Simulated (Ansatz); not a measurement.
GaS (P6_3/mmc), PBEsol+D3BJ, rigid bands (Ansatz, a quantum-chemistry and plane-wave program): N_c = 5.77e19 cm⁻³ at 300 K and an electron conductivity mass of 0.458 mₑ along x (a = (3.53, 0.00, 0.00) Å; b = (-1.77, 3.06, 0.00) Å; c = (0.00, 0.00, 15.04) Å).

### Question
For 1e17 electrons per cm³ at 300 K, place the Fermi level, estimate the Seebeck coefficient of a parabolic band with constant τ, and give mobility and conductivity for τ = 10 fs.

### Answer
The level lies k_BT ln(N_c/n) = 0.164 eV below the conduction-band minimum. S ≈ −(k_B/e)[ln(N_c/n) + 5/2] = -763 μV/K, against -757 μV/K from the full bands (mean over directions). μ = eτ/m = 38.4 cm²/(V·s) and σ = neμ = 0.615 S/cm. τ is assumed, not computed.

Band transport and this doping are assumed; polarons and phonon drag are left out. Spin-orbit coupling is left out. Geometry: cell and atoms relaxed with PBEsol+D3(BJ).

Formula and space group known from diffraction (Crystallography Open Database), not checked to be the room-temperature form: GaS (P6_3/mmc). PBEsol with a dispersion correction tends to overbind, so the cell can be several per cent short, in bad cases over ten, which usually narrows a gap: GaS (P6_3/mmc).
